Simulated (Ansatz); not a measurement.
ZrC, point defects

The parent structure is a 16-atom supercell of ZrC in the rock salt structure (space group Fm-3m, No. 225; a = 4.711 Å) at its relaxed geometry.

One neutral defect a cell, atoms relaxed at fixed cell.

Computed with DFT with r2SCAN, PAW potentials and a 500 eV plane-wave cutoff in Ansatz (an electronic-structure program), scalar-relativistic without spin-orbit coupling.

```json
[
 {"variant": "perfect supercell", "pressure": "0.0 GPa", "largest displacement of a host atom from its site in the perfect cell": "–"},
 {"variant": "C vacancy", "pressure": "-0.2 GPa", "largest displacement of a host atom from its site in the perfect cell": "0.06 Å"},
 {"variant": "Zr interstitial (started 1.84 Å from the nearest host atom), symmetric start", "pressure": "29.7 GPa", "largest displacement of a host atom from its site in the perfect cell": "0.32 Å"},
 {"variant": "Pt on a C site, symmetric start", "pressure": "19.1 GPa", "largest displacement of a host atom from its site in the perfect cell": "0.13 Å"},
 {"variant": "Zr on a C site (antisite), symmetric start", "pressure": "18.7 GPa", "largest displacement of a host atom from its site in the perfect cell": "0.17 Å"},
 {"variant": "C on a Zr site (antisite)", "pressure": "?", "largest displacement of a host atom from its site in the perfect cell": "?"}
]
```

### Question
What belongs in the blanks?

### Answer

- C on a Zr site (antisite), pressure: 1.9 GPa
- C on a Zr site (antisite), largest displacement of a host atom from its site in the perfect cell: 0.38 Å

The cell is small, so the values are those of an ordered compound at a high defect concentration; dilute-limit values will differ. Defects with a symmetric start kept the site's symmetry and may sit on a saddle; the others started slightly shaken. All final runs are without spin polarisation.
